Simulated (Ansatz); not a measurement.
Ansatz (an electronic-structure program) run on the (001) slab of Au (cut from a parent of space group no. 2; 4 atoms in the cell): self-consistent single point.

Level of theory: LDA (PW92), default PAW files made with PBE (plane waves; Ansatz).

```yaml
crystal:
  lattice:
    - [2.82957, 0.00000, 0.00000]
    - [-0.01302, 2.83428, 0.00000]
    - [0.00000, 0.00000, 21.18478]
  atoms:
    - { symbol: Au, position: [0.22016, 0.18824, 0.43598] }
    - { symbol: Au, position: [0.74939, 0.71010, 0.33043] }
    - { symbol: Au, position: [0.81407, 0.76791, 0.66957] }
    - { symbol: Au, position: [0.34330, 0.28977, 0.56402] }
```

Reference input (self-consistent single point, DFT, LDA (PW92), plane waves, default PAW files made with PBE): basis.ecutwfc = 420 eV; kpoints.mp_grid.grid = 11 11 1; hamiltonian.xc = lda; hamiltonian.pseudopotentials = {kind: paw} (the program's default PAW files); scf.occupations.method = gaussian; scf.occupations.width = 0.1 eV. This run's input differs from it in these lines:

Ansatz 0.2 input:
```diff
@@ -11,3 +11,3 @@
 basis:
-  ecutwfc: 420.0
+  ecutwfc: 250.0
 kpoints:
```

The program printed (abridged):

```
SCF iter   1: F=—  HF=-51453.001531 eV  |F-HF|=—  |Δ(HF+E_count)|=         —  Δρ=2.48e-2  dr2=6.71e-1  ethr=1.77e-3  ⟨swp⟩=7.3  Hψ=11717  notcnv=0  defer=42
all-band conjugate gradients solve this SCF's bands
preconditioner: auto → LDOS
SCF iter   2: F=—  HF=-51453.122931 eV  |F-HF|=—  |Δ(HF+E_count)|=   1.21e-1  Δρ=2.60e-2  dr2=1.15e0  ethr=8.83e-4  ⟨swp⟩=2.7  Hψ=6116  notcnv=0  defer=141
   [... lines left out ...]
SCF iter   5: F=—  HF=-51452.747870 eV  |F-HF|=—  |Δ(HF+E_count)|=   2.59e-4  Δρ=1.55e-4  dr2=6.45e-5  ethr=1.48e-6  ⟨swp⟩=2.0  Hψ=3988  notcnv=0  defer=141
SCF iter   6: F=—  HF=-51452.747861 eV  |F-HF|=—  |Δ(HF+E_count)|=   9.13e-6  Δρ=5.79e-5  dr2=2.28e-6  ethr=8.48e-8  ⟨swp⟩=2.9  Hψ=5239  notcnv=0  defer=141
SCF iter   7: F=—  HF=-51452.747863 eV  |F-HF|=—  |Δ(HF+E_count)|=   1.81e-6  Δρ=1.47e-5  dr2=4.58e-7  ethr=2.99e-9  ⟨swp⟩=2.0  Hψ=4984  notcnv=0  defer=141
SCF iter   8: F=-51452.747863 eV  HF=-51452.747863 eV  |F-HF|=4.18e-8  |Δ(HF+E_count)|=   7.94e-8  Δρ=4.72e-6  dr2=5.26e-8  ethr=1.32e-10  ⟨swp⟩=12.7  Hψ=13444  notcnv=0
SCF 1 converged in 8 iterations: F = -51452.747863 eV  dr2 = 5.26e-8
Free energy (F): -51452.747863 eV
Internal energy: -51452.743588 eV  (E = F + TS)
E sigma→0 (E₀):  -51452.745725 eV
Entropy (-TS):   -0.004274 eV (-1.069 meV/atom)
Fermi energy:    4.556450 eV
--- Forces (eV/Å), atoms counted from 1 ---
  atom   1  Au     0.06421843     0.05108633    -0.20912363
  atom   2  Au    -0.04408009    -0.03196752     0.73628881
  atom   3  Au     0.04408009     0.03196752    -0.73628881
  atom   4  Au    -0.06421843    -0.05108633     0.20912363
--- Stress (GPa, compression-positive) ---
       -6.820473       0.125205       0.127671
        0.125205      -7.001234       0.084162
        0.127672       0.084162      -4.519764
  P = ⅓ Tr σ = -6.1138 GPa (-61.138 kbar)
  The stress holds the Pulay correction. Without it, at fixed plane waves, as pw.x and ABINIT print it: P = -41.5141 GPa
```

The run converged in 8 iterations. Against the reference run the free energy goes up by 1.28 eV/atom and the largest force goes from 0.724 to 0.738 eV/Å.

The starting cell comes from a database of computed structures (which also holds hypothetical and non-ambient phases and stackings), without a prior relaxation at this level. The slab is cut from that crystal, and its faces are unrelaxed. Its lattice was rescaled by up to half a per cent. Spin-orbit coupling is off. The cutoff lies below the one recommended for these files.
